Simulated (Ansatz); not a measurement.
Effect of H interstitial (started 1.67 Å from the nearest host atom) on TiSi2

Start from an 18-atom supercell of TiSi$_{2}$ (space group Cmcm, No. 63; a = 3.515 Å, b = 13.348 Å, c = 3.557 Å) at its relaxed geometry.

It is then changed as follows: a neutral H interstitial (started 1.67 Å from the nearest host atom), atoms relaxed at fixed cell, starting from a slightly rattled geometry.

Level of theory: PBEsol, PAW, 420 eV (Ansatz, a quantum-chemistry and plane-wave program; spin-orbit coupling left out). k-mesh 8×7×8 (Γ-centred); smearing 0.05 eV (Fermi–Dirac).

The pressure goes from zero to 2.0 GPa and the final site of the added atom is 2 Si at 1.71–1.76 Å and 2 Ti at 1.90 Å.

Final structure:

```
CELL_PARAMETERS angstrom
      1.75744    -6.67398    -3.55712
      7.02975     0.00000    -3.55712
     -1.75744    -6.67398     3.55712
ATOMIC_POSITIONS crystal
  Si 0.77683 0.58712 0.12569
  Si 0.11185 0.91223 0.76820
  Si 0.44751 0.24687 0.43747
  Si 0.23871 0.41148 0.89057
  Si 0.56021 0.75214 0.57041
  Si 0.89788 0.08012 0.22211
  Si 0.09086 0.57957 0.41266
  Si 0.41689 0.91760 0.08325
  Si 0.75372 0.24542 0.74640
  Si 0.91487 0.41145 0.56331
  Si 0.25685 0.74652 0.24574
  Si 0.58865 0.07945 0.91235
  Ti 0.43801 0.58160 0.76915
  Ti 0.77606 0.91192 0.43170
  Ti 0.10644 0.24841 0.09794
  Ti 0.56992 0.41304 0.22607
  Ti 0.90020 0.74415 0.89344
  Ti 0.23099 0.08559 0.56410
  H  0.91863 0.46908 0.79796
```

In so small a cell the defect repeats every few ångströms: this is an ordered compound, not a dilute defect. All final runs are without spin polarisation. The defect cell is not spin-polarised.
